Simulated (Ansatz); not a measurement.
The reference is AgCl in the rock salt structure (space group Fm-3m, No. 225; a = 5.611 Å).

Level of theory: Ansatz (a quantum-chemistry and plane-wave program), PBE, PAW, cutoff 420 eV, scalar-relativistic without spin-orbit coupling.

Strains are applied to the cell and any free atomic positions relax.

One change was made to it. Results:

```json
[
 {"quantity": "energy relative to the base (free energy F)", "base": "0 meV/atom", "after": "+15 meV/atom"},
 {"quantity": "mean gap deformation potential ΔEg/Δln V", "base": "–", "after": "+0.5 eV"},
 {"quantity": "pressure", "base": "0.0 kbar", "after": "-25.5 kbar"},
 {"quantity": "smallest direct gap", "base": "2.88 eV", "after": "2.69 eV"}
]
```

Question: Name the change that was made.
A. isotropic strain +2.50 %
B. isotropic strain −3.00 %
C. isotropic strain −0.50 %
D. isotropic strain +1.50 %
E. isotropic strain −2.50 %

Answer: A, isotropic strain +2.50 %. For comparison, the energy relative to the base in the other runs: isotropic strain −2.50 % gives +18 meV/atom; isotropic strain −3.00 % gives +27 meV/atom; isotropic strain −0.50 % gives +0.7 meV/atom; isotropic strain +1.50 % gives +5.5 meV/atom.

Gaps are read on the SCF mesh and a high-symmetry path. Whether these cells are dynamically stable was not tested.
